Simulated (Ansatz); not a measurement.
**C11b WSi2**

Level of theory: r²SCAN-D4 (Ansatz, a program for electronic structure, PAW).

Numerical settings: plane-wave cutoff 560 eV, 24×24×24 k mesh, Fermi–Dirac smearing 0.05 eV, no spin polarisation, scalar-relativistic PAW data made under PBE.

Cell (relaxed at this level):

```cif
data_Si2W
_chemical_formula_sum 'Si2 W1'
_space_group_name_H-M_alt 'P 1'
_space_group_IT_number 1
_cell_length_a 4.50390
_cell_length_b 4.50390
_cell_length_c 4.50390
_cell_angle_alpha 138.356
_cell_angle_beta 138.356
_cell_angle_gamma 60.358
loop_
_space_group_symop_operation_xyz
  'x, y, z'
loop_
_atom_site_label
_atom_site_type_symbol
_atom_site_fract_x
_atom_site_fract_y
_atom_site_fract_z
_atom_site_occupancy
Si1 Si 0.66529 0.66529 0.00000 1
Si2 Si 0.33471 0.33471 0.00000 1
W1 W 0.00000 0.00000 0.00000 1
```

```yaml
bulk modulus B0: 238 GPa
band_gap: zero (no gap)
pressure derivative B′ of the bulk modulus: 4.4
```

Note: the bulk modulus comes from volumes at which shape and atoms were relaxed.

Spin–orbit coupling is not included.

Static lattice: no zero-point or thermal effects.

It cost roughly 30 core-minutes of CPU time.
